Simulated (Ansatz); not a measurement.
The structure below was relaxed with PBEsol/PAW in Ansatz (a first-principles code), no spin-orbit coupling, earlier PAW set.

```
AlAs
1.0
    0.00000     2.83723     2.83723
    2.83723     0.00000     2.83723
    2.83723     2.83723     0.00000
As Al
1 1
Cartesian
  4.25584   4.25584   4.25584
  0.00000   0.00000   0.00000
```

Question: Find the space group and the Wyckoff positions.

Answer: Space group F-43m (No. 216); a = b = c = 5.6745 Å, α = β = γ = 90.00°

```json
[
 {"atom": "As", "site": "4c", "symmetry": "-43m", "x": "0.2500", "y": "0.2500", "z": "0.2500"},
 {"atom": "Al", "site": "4a", "symmetry": "-43m", "x": "0.0000", "y": "0.0000", "z": "0.0000"}
]
```

Question: Describe the coordination.

Answer: The crystal has 8 atoms in its conventional cell. Lattice parameters: a = 5.674 Å, b = 5.674 Å, c = 5.674 Å, α = 90.00°, β = 90.00°, γ = 90.00°. As has 4 Al at 2.457 Å (tetrahedral). Al is surrounded by 4 As at 2.457 Å (tetrahedral). (Neighbours: up to the widest gap in distance over summed covalent radii, below 1.35, at either atom; cation-cation and far metal-metal contacts left out.)

No phonon test of stability was made. The cell was made from InAs by this change: In → Al.
